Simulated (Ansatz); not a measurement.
Take BeTe in the zinc blende structure (space group F-43m, No. 216) as the base.

```
BeTe
1.0
    0.00000     2.80220     2.80220
    2.80220     0.00000     2.80220
    2.80220     2.80220     0.00000
Te Be
1 1
Direct
  0.75000   0.75000   0.75000
  0.00000   0.00000   0.00000
```

Cartesian axes are those of the cell as printed.

The values are results of Kohn–Sham DFT with the PBEsol functional, run in Ansatz (a program for electronic structure) with PAW and 420 eV plane waves, without spin-orbit coupling, not measurements.

It is then changed as follows: the cell is stretched by 5.81 % along y with no lateral relaxation, atoms relaxed at fixed cell.

### Question
Predict the stress tensor and what it implies for the stiffness.

### Answer
Stress of the strained cell less that of the base (GPa, compression positive):
```
  -1.87    0.00    0.00
   0.00   -5.43    0.00
   0.00    0.00   -1.87
```

Then −Δσ_ii/ε with ε = 0.0581 gives secant stiffness values (nonlinear terms included at this strain): C22 ≈ 93 GPa, C12 ≈ 32 GPa and C23 ≈ 32 GPa.

As a check, the harmonic strain energy −½ V₀ Δσ:ε is 22 meV/atom; the computed energy rise is 22 meV/atom.

Stability against distortions was not tested.
